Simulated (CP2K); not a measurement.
A self-consistent single point of Sr2TaNO3 (Immm, 7 atoms in the cell) with CP2K.

Method of the run: LDA (Pade form), GPW, DZVP-MOLOPT-SR-GTH basis, GTH-PADE potentials (GTH_POTENTIALS) (CP2K 2026.2).

The change in words: lattice scaled by 0.98. Reference geometry:
```
CELL_PARAMETERS angstrom
      6.99404     0.00000     0.00000
      4.63456     5.23808     0.00000
     -5.79850    -2.65413     2.87223
ATOMIC_POSITIONS crystal
  Sr 0.64477 0.64477 0.00000
  Sr 0.35523 0.35523 0.00000
  Ta 0.00000 0.00000 0.00000
  N  0.50000 0.00000 0.50000
  O  0.83918 0.83918 0.00000
  O  0.16082 0.16082 0.00000
  O  0.00000 0.50000 0.50000
```

Reference input (self-consistent single point, DFT LDA (Pade form), GPW, DZVP-MOLOPT-SR-GTH basis, GTH-PADE potentials (GTH_POTENTIALS)): CUTOFF = 500 Ry; REL_CUTOFF = 60 Ry; KPOINTS/SCHEME = MONKHORST-PACK 5 5 5; XC_FUNCTIONAL = PADE; Sr/BASIS_SET = DZVP-MOLOPT-SR-GTH; Sr/POTENTIAL = GTH-PADE-q10; Ta/BASIS_SET = DZVP-MOLOPT-SR-GTH; Ta/POTENTIAL = GTH-PADE-q13; N/BASIS_SET = DZVP-MOLOPT-SR-GTH; N/POTENTIAL = GTH-PADE-q5; O/BASIS_SET = DZVP-MOLOPT-SR-GTH; O/POTENTIAL = GTH-PADE-q6. This run's input differs from it in these lines:

```diff
@@ -59,4 +59,4 @@
     &CELL
-      ABC 6.99404400 6.99404452 6.99404423
-      ALPHA_BETA_GAMMA 146.46847364 146.00249856 48.49817458
+      ABC 6.85416400 6.85416350 6.85416374
+      ALPHA_BETA_GAMMA 146.46847742 146.00249253 48.49817121
       PERIODIC XYZ
@@ -64,9 +64,9 @@
     &COORD
-      Sr       7.49777565     3.37735813     0.00000000
-      Sr       4.13082935     1.86072387     0.00000000
+      Sr       7.34782084     3.30981074     0.00000000
+      Sr       4.04821316     1.82350926     0.00000000
       Ta       0.00000000     0.00000000     0.00000000
-      N        0.59777400    -1.32706600     1.43611300
-      O        9.75849274     4.39569365     0.00000000
-      O        1.87011226     0.84238835     0.00000000
-      O       -0.58196750     1.29197500     1.43611300
+      N        0.58581900    -1.30052500     1.40739100
+      O        9.56332381     4.30777948     0.00000000
+      O        1.83271019     0.82554052     0.00000000
+      O       -0.57032800     1.26613500     1.40739100
     &END COORD
```

Output (repeated stretches shortened):

```
 SCF WAVEFUNCTION OPTIMIZATION

  Step     Update method      Time    Convergence         Total energy    Change
     1 NoMix/Diag. 0.20E+00      -     1.88798993      -179.1711412028 -1.79E+02
     2 Broy./Diag. 0.20E+00      -     0.13270850      -172.4176318945  6.75E+00
     3 Broy./Diag. 0.20E+00      -     0.29070081      -175.9365094948 -3.52E+00
     4 Broy./Diag. 0.20E+00      -     0.04300501      -178.8748813722 -2.94E+00
     5 Broy./Diag. 0.20E+00      -     0.05434107      -178.0141217482  8.61E-01
     6 Broy./Diag. 0.20E+00      -     0.01878925      -178.2258305452 -2.12E-01
   [... 18 lines left out ...]
    25 Broy./Diag. 0.20E+00      -     0.00000040      -178.3064612011 -1.12E-06
    26 Broy./Diag. 0.20E+00      -     0.00000011      -178.3064625099 -1.31E-06
    27 Broy./Diag. 0.20E+00      -     0.00000013      -178.3064633432 -8.33E-07
    28 Broy./Diag. 0.20E+00      -     0.00000004      -178.3064641453 -8.02E-07
  *** SCF run converged in    28 steps ***

  Overlap energy of the core charge distribution:               0.00000007469086
  Self energy of the core charge distribution:               -351.64289962945509
  Core Hamiltonian energy:                                     87.59174558326875
  Hartree energy:                                             114.29914481804255
  Exchange-correlation energy:                                -28.55445499180568

  Total energy:                                              -178.30646414525859

 ENERGY| Total FORCE_EVAL ( QS ) energy [hartree]           -178.306463568773523

 FORCES| Atomic forces [hartree/bohr]
 FORCES|   Atom     x               y               z               |f|
 FORCES|      1  3.23211655E-03  1.45585909E-03 -1.14273841E-07   3.54486997E-03
   [... lines left out ...]

 STRESS| Analytical stress tensor [bar]
 STRESS|                        x                   y                   z
 STRESS|      x       -4.26834762582E+04   7.58658686097E+03   9.35546502577E+02
 STRESS|      y        7.58658686097E+03  -5.61056479322E+04  -2.07742454022E+03
 STRESS|      z        9.35546502577E+02  -2.07742454022E+03  -5.95855928861E+04
 STRESS| 1/3 Trace                                            -5.27915723588E+04
```

The run converged in 28 iterations. Against the reference run the free energy goes down by 54.1 meV/atom, the pressure goes from -13.85 to -5.28 GPa, the largest force goes from 0.957 to 0.424 eV/Å and the gap on the mesh goes from 0.837 to 0.691 eV.

The starting cell comes from a database of computed structures (which also holds hypothetical and non-ambient phases and stackings), without a prior relaxation at this level. For this run, on top of that: lattice scaled by 0.98. Spin-orbit coupling is off. Values carry the incompleteness of an atom-centred basis. With a pressure of about -5 GPa the cell is away from its equilibrium volume at this level.

Cost on one core of a shared machine: roughly 6 min.
